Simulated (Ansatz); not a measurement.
The starting structures come from a database of crystals and need not be the phases stable at ambient conditions.

 Where the default PAW files enter, the runs use the earlier of Ansatz's two default sets.

Crystal: NaBH4 (P4_2/nmc, not sure to be the ambient phase, 12 atoms a cell, 8.6 Å³ an atom); planes in its conventional cell.

These are r2SCAN (plane waves, PAW; Ansatz, an electronic-structure program) values and carry that method's errors.

The gap is the functional's own. No spin-orbit coupling. Mid-gap values are interpolated on the energy grid.

| plane | area of the cell (Å²) | mid-gap κ (1/Å) | largest κ in the gap (1/Å) |
|---|---|---|---|
| (001) | 18.0 | 0.53 | 0.56 |
| (100) | 24.4 | [?] | [?] |
| (111) | 38.9 | [?] | [?] |
| (110) | 34.5 | [?] | [?] |

Problem. The slowest decay depends on the direction. Supply the withheld values.

Solution. 
- (100), mid-gap κ (1/Å): 0.41
- (100), largest κ in the gap (1/Å): 0.42
- (111), mid-gap κ (1/Å): 0.47
- (111), largest κ in the gap (1/Å): 0.48
- (110), mid-gap κ (1/Å): 0.50
- (110), largest κ in the gap (1/Å): 0.50
